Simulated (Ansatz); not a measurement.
The starting structures come from a database of crystals and need not be the phases stable at ambient conditions.

The decay constant κ of evanescent states in the gap governs leakage through a thin film.

Consider the following.

```yaml
crystal:
  lattice:
    - [4.51210, 0.00000, 0.00000]
    - [0.00000, 5.28300, 0.00000]
    - [2.25605, 0.00000, 3.90759]
  atoms:
    - { symbol: Na, position: [0.33333, 0.27990, 0.33333] }
    - { symbol: Na, position: [0.66667, 0.72010, 0.66667] }
    - { symbol: Pd, position: [0.00000, 0.00000, 0.00000] }
    - { symbol: C, position: [0.00000, 0.37992, 0.00000] }
    - { symbol: C, position: [0.00000, 0.62008, 0.00000] }
```

Space group of this cell: P-3m1. The cell is taken as given; by PBEsol its mean pressure is -2.1 GPa.

Transport runs along the normal of the first two printed cell vectors, the (100) plane of the conventional cell.

The gap is the functional's own, uncorrected, and κ follows it; spin-orbit coupling is left out. Mid-gap values are interpolated between the computed energies.

Question: Estimate the band gap and the smallest decay constant κ at mid-gap that PBEsol (Ansatz, a quantum-chemistry and plane-wave program) returns for this system.

Answer: Gap 0.81 eV on a 8×6×8 mesh; κ = 0.126 1/Å, at (0.000, 0.500) of the in-plane reciprocal vectors. At the zone centre, at the nearest computed energy, the slowest state has κ = 0.21 1/Å.
